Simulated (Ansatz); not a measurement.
Start from InAs in the zinc blende structure (space group F-43m, No. 216; a = 6.087 Å).

The change: full substitution In → B; the structure is relaxed again.

Levels (all Ansatz, an electronic-structure program, PAW): PBEsol (420 eV, scalar-relativistic without spin-orbit coupling); r2SCAN (500 eV, no SOC); HSE06 (420 eV, scalar-relativistic without spin-orbit coupling).

One geometry, relaxed with PBEsol, under each level:

Notes on the quantities. hole mass: degenerate bands, along [100].

```json
[
 {"level": "PBEsol", "band gap": "1.08 eV", "lowest conduction level above the VBM at special points": "X 1.31 eV; U 1.95 eV; K 1.95 eV; L 2.68 eV", "electron mass": "1.1 mₑ along k, 0.21 mₑ across (off the special points)", "hole mass": "0.23 mₑ (at Γ)", "pressure": "0.00 GPa"},
 {"level": "r2SCAN", "band gap": "1.37 eV", "lowest conduction level above the VBM at special points": "X 1.60 eV; U 2.28 eV; K 2.28 eV; L 3.00 eV", "electron mass": "1.0 mₑ along k, 0.21 mₑ across (off the special points)", "hole mass": "0.22 mₑ (at Γ)", "pressure": "1.45 GPa"},
 {"level": "HSE06", "band gap": "…", "lowest conduction level above the VBM at special points": "…", "electron mass": "–", "hole mass": "–", "pressure": "–"}
]
```

Q: Give the withheld HSE06 results.

A: 
- HSE06, band gap: 1.82 eV
- HSE06, lowest conduction level above the VBM at special points: X 2.06 eV; U 2.75 eV; K 2.75 eV; Γ 4.12 eV

Single points use the geometry relaxed with PBEsol. Their cutoffs differ, which shifts pressures a little. The hybrid gap comes from the SCF mesh plus the semilocal run's edge points and a few special points and is an upper bound. Effective masses come from finite differences of ±0.01 Å⁻¹. Along k means along the line from Γ to the band edge. Stability against distortions was not tested. All final runs are without spin polarisation.
